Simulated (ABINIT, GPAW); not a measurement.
An ABINIT input for a self-consistent single point of ZnCu₂SnS₄ (I-4, 8 atoms in the cell) (DFT, PBE, plane waves, PAW (JTH v2.0 PBE PAW)):

```
# ZnCu2SnS4, JTH v2.0 PBE PAW
pp_dirpath "./"
pseudos "Zn.GGA_PBE-JTH.xml, Cu.GGA_PBE-JTH.xml, Sn.GGA_PBE-JTH.xml, S.GGA_PBE-JTH.xml"
acell 12.2150989080 12.2150989080 12.2150989080
rprim
        -0.4082019811    0.4082019811    0.8165428864
         0.4082019811   -0.4082019811    0.8165428864
         0.4082019811    0.4082019811   -0.8165428864
natom 8
ntypat 4
znucl 30 29 50 16
typat 1 2 2 3 4 4 4 4
xred
         0.7500000000    0.2500000000    0.5000000000
         0.0000000000    0.0000000000    0.0000000000
         0.2500000000    0.7500000000    0.5000000000
         0.5000000000    0.5000000000    0.0000000000
         0.3643200000    0.3712400000    0.4775800000
         0.6287600000    0.1063400000    0.9930800000
         0.8936600000    0.8867400000    0.5224200000
         0.1132600000    0.6356800000    0.0069200000
ecut 816 eV
pawecutdg 1633 eV
pawxcdev 0
ixc 11
occopt 3
tsmear 0.00183747
nband 55
kptopt 1
ngkpt 5 5 5
nshiftk 1
shiftk 0 0 0
nstep 50
toldfe 1.0e-09
prtwf 0
prtden 0
enunit 2
```

Q: Translate this input to GPAW.

A: This is the input that was run; spellings and numerical settings could be chosen otherwise.

```python
from ase import Atoms
from ase.units import GPa
from gpaw import GPAW, PW, FermiDirac

atoms = Atoms(['Zn', 'Cu', 'Cu', 'Sn', 'S', 'S', 'S', 'S'],
              cell=[[-2.638598, 2.638598, 5.278094],
                    [2.638598, -2.638598, 5.278094],
                    [2.638598, 2.638598, -5.278094]],
              scaled_positions=[[0.750000, 0.250000, 0.500000],
                                [0.000000, 0.000000, 0.000000],
                                [0.250000, 0.750000, 0.500000],
                                [0.500000, 0.500000, 0.000000],
                                [0.364320, 0.371240, 0.477580],
                                [0.628760, 0.106340, 0.993080],
                                [0.893660, 0.886740, 0.522420],
                                [0.113260, 0.635680, 0.006920]],
              pbc=True)

calc = GPAW(mode=PW(800),
            xc='PBE',
            kpts=(5, 5, 5),
            occupations=FermiDirac(0.05),
            nbands=-4,
            convergence={'density': 1e-05, 'energy': 1e-05, 'bands': -2},
            symmetry={'symmorphic': False, 'tolerance': 0.0005},
            maxiter=120)

atoms.calc = calc

energy = atoms.get_potential_energy()
print('Energy (eV):', round(energy, 6))
forces = atoms.get_forces()
print('Forces (eV/Ang):')
print(forces.round(5))
stress = atoms.get_stress()
print('Stress (GPa, Voigt):', (stress / GPa).round(4))
```

Basis settings and potentials, where a program has them, do not carry over. This input uses DFT PBE, plane waves, GPAW PAW datasets PBE (gpaw-data 1.0.1).

The starting cell comes from a database of computed structures (which also holds hypothetical and non-ambient phases and stackings), without a prior relaxation at this level. Its lattice was rescaled by a random factor within 2.5 % of one.
